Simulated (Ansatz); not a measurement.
# CF2 on the 1x1 (111) surface of fcc Ag, one in a 2x2 cell, started at the site 'hollow Ag-Ag-Ag over Ag at depth 4.7 Å'

Calculation: PBE (plane waves to 420 eV, PAW; Ansatz, a first-principles code).

Set-up: 19 atoms, 7.1 Å thick at the start under the adsorbate (thin: gaps and levels are the slab's own); mesh 6x6x1; 0.1 eV smearing; dipole correction on; 8 atoms held, the rest relaxed; start symmetry kept, larger cells not searched; no spin, no spin-orbit, no U, no dispersion correction. At the end it is bonded to Ag. In PBE this state lies 0.07 eV over the lowest of the starts that converged ('bridge Ag-Ag (span 2.9 Å)').

- adsorption energy against CF4(g) − F2(g): 6.98 eV
- work function of the top face: 4.26 eV
- change of the work function: -0.18 eV
- change of the step from the bottom to the top vacuum level, against the clean slab: -0.20 eV
- energy released by relaxation: 0.78 eV
- height of the binding atom over the mean of the host atoms within 0.3 Å of the top one: 2.267 Å
- nearest host atoms of the binding atom: Ag at 2.14 Å, Ag at 3.69 Å, Ag at 3.69 Å
- largest move of a host atom: 0.12 Å
- note: in the relaxation the adsorbate left its starting site by 1.6 Å
- cost: very roughly 50 core-minutes

A negative adsorption energy means that the adsorbate is more stable on the surface than in its reference.
